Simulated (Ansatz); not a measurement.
Consider KTaO3 in the cubic perovskite structure (space group Pm-3m, No. 221; a = 4.0244 Å).

Modification: cell and atoms relaxed at a pressure of 1.8 GPa.

Levels (all Ansatz, an electronic-structure program, PAW): PBE (420 eV, no spin-orbit coupling); r2SCAN (500 eV, scalar-relativistic without spin-orbit coupling).

The geometry is relaxed with PBE.

| Item | Value |
|---|---|
| PBE pressure | 1.80 GPa |
| PBE band gap | 2.18 eV |
| PBE smallest direct gap | 2.80 eV |

Question: Predict the pressure, band gap and smallest direct gap from r2SCAN.

Answer: The pressure shrinks by 5.08 GPa, from 1.80 GPa to -3.28 GPa; the band gap increases by 0.40 eV, from 2.18 eV to 2.58 eV; the smallest direct gap grows by 0.43 eV, from 2.80 eV to 3.23 eV.

Single points use the geometry relaxed with PBE. Their cutoffs differ, which shifts pressures a little. With Ta present, leaving out spin-orbit coupling can change the band edges. Load acts through the strain it causes; cell and atoms are relaxed under it. Whether these cells are dynamically stable was not tested.
